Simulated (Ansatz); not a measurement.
**GaAs, alloy series**

Start from GaAs in the zinc blende structure (space group F-43m, No. 216).

```cif
data_AsGa
_chemical_formula_sum 'As1 Ga1'
_space_group_name_H-M_alt 'P 1'
_space_group_IT_number 1
_cell_length_a 4.00182
_cell_length_b 4.00182
_cell_length_c 4.00182
_cell_angle_alpha 60.000
_cell_angle_beta 60.000
_cell_angle_gamma 60.000
loop_
_space_group_symop_operation_xyz
  'x, y, z'
loop_
_atom_site_label
_atom_site_type_symbol
_atom_site_fract_x
_atom_site_fract_y
_atom_site_fract_z
_atom_site_occupancy
As1 As 0.75000 0.75000 0.75000 1
Ga1 Ga 0.00000 0.00000 0.00000 1
```

The other end (x = 1) is AlAs in the zinc blende structure (space group F-43m, No. 216): 22.84 Å³/atom, gap 1.34 eV.

Al replaces a fraction x of Ga; each row is one arrangement (x, atoms in the cell, starting space group or random), fully relaxed.

Level of theory: PBEsol (Ansatz, an electronic-structure program), no spin-orbit coupling, earlier PAW set.

| Al fraction x | volume per atom (Å³/atom) |
|---|---|
| 0 | 22.658 |
| 0.25 (Cm, 8 atoms) | 22.713 |
| 0.25 (P-43m, 8 atoms) | 22.713 |
| 0.333 (P3m1, 6 atoms) | 22.727 |
| 0.75 (P-4m2, 8 atoms) | ? |
| 1 | 22.838 |

Question: Fit V(x) = (1 − x) V(0) + x V(1) − b x(1 − x) with the ends held (b = 0 is Vegard's rule) to the rows shown and predict the withheld row.

Answer: Least squares on the printed values gives b = -0.05 Å³/atom, against 22.793 Å³/atom from the straight line alone (largest residual 0.002 Å³/atom); this predicts 22.802 Å³/atom, and the run gives 22.800 Å³/atom, 0.002 lower.

These are small ordered cells, not random alloys; other orderings at the same x differ. Stability against distortions was not tested.
